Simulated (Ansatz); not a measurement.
Start from InAgTe2 in the chalcopyrite structure (space group I-42d, No. 122; a = 6.4311 Å, c = 12.7674 Å). Axes: x, y, z lie along a, b, c of the conventional cell.

Level of theory: PBEsol, PAW, 420 eV (Ansatz, an electronic-structure program; spin-orbit coupling left out).

Perturbation: tensor shear ε_xy = +2.18 % (engineering shear γ = 0.0436); the atoms relax in the strained cell.

Question: Predict the stress tensor and what it implies for the stiffness.

Answer: Stress of the strained cell less that of the base (GPa, compression positive):
```
  -0.01   -0.90    0.00
  -0.90   -0.01    0.00
   0.00    0.00   -0.01
```

Then −Δσ/γ with γ = 2ε = 0.0436 gives secant stiffness values (nonlinear terms included at this strain): C66 ≈ 21 GPa.

As a check, the harmonic strain energy −½ V₀ Δσ:ε is 4.0 meV/atom; the computed energy rise is 4.0 meV/atom.

Whether these cells are dynamically stable was not tested.
